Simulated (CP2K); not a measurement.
## Input and output of a self-consistent single point for the (101) slab of Pb (cut from a parent of space group no. 225; 8 atoms in the cell) (CP2K)

Method: PBEsol, GPW, DZVP-MOLOPT-SR-GTH basis, GTH-PBE potentials (GTH_POTENTIALS) in CP2K 2026.2.

Input:

```
&GLOBAL
  PROJECT scf
  RUN_TYPE ENERGY_FORCE
  PRINT_LEVEL MEDIUM
&END GLOBAL
&FORCE_EVAL
  METHOD Quickstep
  STRESS_TENSOR ANALYTICAL
  &DFT
    BASIS_SET_FILE_NAME BASIS_MOLOPT
    POTENTIAL_FILE_NAME GTH_POTENTIALS
    &QS
      METHOD GPW
      EPS_DEFAULT 1E-10
    &END QS
    &MGRID
      CUTOFF 400
      REL_CUTOFF 50
      NGRIDS 4
    &END MGRID
    &SCF
      SCF_GUESS ATOMIC
      EPS_SCF 1E-7
      MAX_SCF 100
      ADDED_MOS 6
      &DIAGONALIZATION
        ALGORITHM STANDARD
      &END DIAGONALIZATION
      &MIXING
        METHOD BROYDEN_MIXING
        ALPHA 0.3
        NBUFFER 8
        BETA 1
      &END MIXING
      &SMEAR ON
        METHOD METHFESSEL_PAXTON
        SIGMA [eV] 0.05
      &END SMEAR
    &END SCF
    &KPOINTS
      SCHEME MONKHORST-PACK 7 5 1
    &END KPOINTS
    &XC
      &XC_FUNCTIONAL
        &PBE
          PARAMETRIZATION PBESOL
        &END PBE
      &END XC_FUNCTIONAL
    &END XC
    &PRINT
      &MO
        EIGENVALUES T
        OCCUPATION_NUMBERS T
        NDIGITS 8
        FILENAME mo
        &EACH
          QS_SCF 0
        &END EACH
        ADD_LAST NUMERIC
      &END MO
      &MULLIKEN ON
      &END MULLIKEN
    &END PRINT
  &END DFT
  &SUBSYS
    &CELL
      ABC 5.07832300 7.18183400 19.29220000
      ALPHA_BETA_GAMMA 90.00000000 90.00000000 90.00000000
      PERIODIC XYZ
    &END CELL
    &COORD
      SCALED
      Pb       0.00000000     0.80357100     0.45428200
      Pb       0.50000000     0.55357100     0.36284100
      Pb       0.00000000     0.30357100     0.45428200
      Pb       0.50000000     0.05357100     0.36284100
      Pb       0.00000000     0.30357100     0.63715900
      Pb       0.50000000     0.05357100     0.54571800
      Pb       0.00000000     0.80357100     0.63715900
      Pb       0.50000000     0.55357100     0.54571800
    &END COORD
    &KIND Pb
      BASIS_SET DZVP-MOLOPT-SR-GTH
      POTENTIAL GTH-PBE-q4
    &END KIND
  &END SUBSYS
  &PRINT
    &FORCES ON
    &END FORCES
    &STRESS_TENSOR ON
    &END STRESS_TENSOR
  &END PRINT
&END FORCE_EVAL
```

Output, abridged:

```
 GLOBAL| Method name                                                        CP2K
 GLOBAL| Project name                                                        scf
 GLOBAL| Run type                                                   ENERGY_FORCE

 CELL| Volume [angstrom^3]:                                           703.618806
 CELL| Vector a [angstrom]:       5.078     0.000     0.000   |a| =     5.078323
 CELL| Vector b [angstrom]:       0.000     7.182     0.000   |b| =     7.181834
 CELL| Vector c [angstrom]:       0.000     0.000    19.292   |c| =    19.292200
 CELL| Angle (b,c), alpha [degree]:                                    90.000000
 CELL| Angle (a,c), beta  [degree]:                                    90.000000
 CELL| Angle (a,b), gamma [degree]:                                    90.000000
 CELL| Numerically orthorhombic:                                             YES
 CELL| Periodicity                                                           XYZ

 DFT| Spin restricted Kohn-Sham (RKS) calculation                            RKS
 DFT| Multiplicity                                                             1
 DFT| Number of spin states                                                    1
 DFT| Charge                                                                   0
 DFT| XC density smoothing                                                  NONE
 DFT| XC derivatives                                                          PW

 QS| Method:                                                                 GPW
 QS| Density plane wave grid type                        NON-SPHERICAL FULLSPACE
 QS| Number of grid levels:                                                    4
 QS| Density cutoff [a.u.]:                                                200.0
 QS| Multi grid cutoff [a.u.]: 1) grid level                               200.0
   [... lines left out ...]
 BRILLOUIN| Wavefunction type                                            COMPLEX
 BRILLOUIN| List of Kpoints [2 Pi/Bohr]                                       18
 BRILLOUIN| Number           Weight            X              Y              Z
 BRILLOUIN|     1           0.05714       -0.42857       -0.40000        0.00000
 BRILLOUIN|     2           0.05714       -0.42857       -0.20000        0.00000
 BRILLOUIN|     3           0.05714       -0.42857        0.00000        0.00000
   [... 15 lines left out ...]
 *******************************************************************************

 Extrapolation method: initial_guess

 Re-scaling the density matrix to get the right number of electrons
                  # Electrons              Trace(P)               Scaling factor
                           32                32.000                        1.000

 Number of electrons:                                                         32
 Number of occupied orbitals:                                                 16
 Number of molecular orbitals:                                                22

 Number of orbital functions:                                                104
 Number of independent orbital functions:                                    104
 SCF WAVEFUNCTION OPTIMIZATION

  Step     Update method      Time    Convergence         Total energy    Change
     1 NoMix/Diag. 0.30E+00      -     0.32036814       -28.4103736664 -2.84E+01
     2 Broy./Diag. 0.30E+00      -     0.01448846       -28.7153876584 -3.05E-01
     3 Broy./Diag. 0.30E+00      -     0.04528344       -28.4806007284  2.35E-01
     4 Broy./Diag. 0.30E+00      -     0.00583438       -28.4865805597 -5.98E-03
     5 Broy./Diag. 0.30E+00      -     0.00327662       -28.4176116266  6.90E-02
     6 Broy./Diag. 0.30E+00      -     0.00179599       -28.4253071330 -7.70E-03
     7 Broy./Diag. 0.30E+00      -     0.00421448       -28.4414991494 -1.62E-02
   [... 14 lines left out ...]
    22 Broy./Diag. 0.30E+00      -     0.00000122       -28.4682921393 -1.37E-05
    23 Broy./Diag. 0.30E+00      -     0.00000091       -28.4682959421 -3.80E-06
    24 Broy./Diag. 0.30E+00      -     0.00000056       -28.4682958406  1.02E-07
    25 Broy./Diag. 0.30E+00      -     0.00000017       -28.4682953649  4.76E-07
    26 Broy./Diag. 0.30E+00      -     0.00000004       -28.4682951292  2.36E-07
  *** SCF run converged in    26 steps ***

  Electronic density on regular grids:        -32.0000000000       -0.0000000000
  Core density on regular grids:               31.9999999844       -0.0000000156
  Total charge density on r-space grids:       -0.0000000156
  Total charge density g-space grids:          -0.0000000156

  Overlap energy of the core charge distribution:               0.00000000000094
  Self energy of the core charge distribution:                -58.47470987377555
  Core Hamiltonian energy:                                     11.27000345413088
  Hartree energy:                                              26.43662744395201
  Exchange-correlation energy:                                 -7.70018415314998
  Smearing free energy correction:                             -0.00003200025827
  Fermi energy:                                                -0.02543109780418

  Total energy:                                               -28.46829512921698

                     Mulliken Population Analysis

 #  Atom  Element  Kind  Atomic population                           Net charge
       1     Pb       1          4.102898                             -0.102898
       2     Pb       1          3.897102                              0.102898
       3     Pb       1          4.102899                             -0.102899
       4     Pb       1          3.897102                              0.102898
       5     Pb       1          3.897102                              0.102898
       6     Pb       1          4.102898                             -0.102898
       7     Pb       1          3.897102                              0.102898
       8     Pb       1          4.102898                             -0.102898
 # Total charge                             32.000000                  0.000000

 ENERGY| Total FORCE_EVAL ( QS ) energy [hartree]            -28.468295709475342

 FORCES| Atomic forces [hartree/bohr]
 FORCES|   Atom     x               y               z               |f|
 FORCES|      1 -2.98290127E-13  1.95532824E-08 -4.06457505E-03   4.06457505E-03
 FORCES|      2 -3.77740015E-13 -5.39224494E-08  1.38814916E-02   1.38814916E-02
 FORCES|      3 -3.04540081E-13  2.17692251E-08 -4.06457524E-03   4.06457524E-03
 FORCES|      4 -3.72996747E-13 -5.39280711E-08  1.38814906E-02   1.38814906E-02
 FORCES|      5 -2.95839016E-13  1.48127252E-08 -1.38814843E-02   1.38814843E-02
 FORCES|      6 -3.16177621E-13 -7.77824120E-08  4.06458116E-03   4.06458116E-03
 FORCES|      7 -3.05145481E-13  1.48184134E-08 -1.38814833E-02   1.38814833E-02
 FORCES|      8 -3.13018187E-13 -7.99983291E-08  4.06458135E-03   4.06458135E-03
 FORCES| Sum    -2.58374727E-12 -1.94677615E-07  2.67395931E-08
 FORCES| Total atomic force                                       1.96505419E-07

 STRESS| Analytical stress tensor [bar]
 STRESS|                        x                   y                   z
 STRESS|      x       -1.14801753516E+04   1.47188363214E-07   4.35827993487E-09
 STRESS|      y        1.47188363214E-07  -1.09821334093E+04   1.66485353121E-04
 STRESS|      z        4.35827993487E-09   1.66485353121E-04  -1.55242975183E+04
 STRESS| 1/3 Trace                                            -1.26622020931E+04
```

The run converged in 26 iterations.

The starting cell comes from a database of computed structures (which also holds hypothetical and non-ambient phases and stackings), without a prior relaxation at this level. The slab is cut from that crystal, and its faces are unrelaxed. Its lattice was rescaled in the plane by a random factor within 2.5 % of one. Values carry the incompleteness of an atom-centred basis. The potentials were made for another functional than the one used.

Cost on one core of a shared machine: roughly 50 s.
